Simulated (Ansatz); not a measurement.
An Ansatz (an electronic-structure program) input (LDA/PAW in Ansatz, no spin-orbit coupling):

Ansatz 0.2 input:
```yaml
crystal:
  lattice:
    - [3.15020754, 0, 0]
    - [-1.57510377, 2.7281597568, 0]
    - [0, 0, 10.3123577]
  atoms:
    - { symbol: Si, position: [0, 0, 0.5003095145] }
    - { symbol: Si, position: [0, 0, 0.0003095145] }
    - { symbol: Si, position: [0.3333333333, 0.6666666667, 0.2502510736] }
    - { symbol: Si, position: [0.6666666667, 0.3333333333, 0.7502510736] }
    - { symbol: C, position: [0, 0, 0.3128557656] }
    - { symbol: C, position: [0, 0, 0.8128557656] }
    - { symbol: C, position: [0.3333333333, 0.6666666667, 0.0622136464] }
    - { symbol: C, position: [0.6666666667, 0.3333333333, 0.5622136464] }
basis: { ecutwfc: 420, ecutrho_ratio: 4, xc_grid: 2, fft_grid_basis: typed }
kpoints: { mp_grid: { grid: [12, 12, 4] } }
hamiltonian:
  xc: lda
  dispersion: none
  pseudopotentials: { kind: paw }
scf: { occupations: { method: fermi_dirac, width: 0.05 }, convergence: { dr2_threshold: 0.0000000008 } }
relax: { f_tol: 0.005, max_steps: 50 }
output: { forces: true, stress: true }
checkpoint: { write: state.ck, write_every: 1000 }
```

Q: Which symmetry and how many k-points will the program report, and about how many plane waves at Γ?

A: Space group P63mc (ITA 186) with 12 operations, k-points 57 of 576, and 1727 plane waves at Γ.

Q: And the final pressure?

A: -17.15 GPa (compression positive).

The cells carry an imposed strain or load. Stability against distortions was not tested. The cell was made from SiC (space group P6_3mc, No. 186) by this change: isotropic strain +3.00 %.
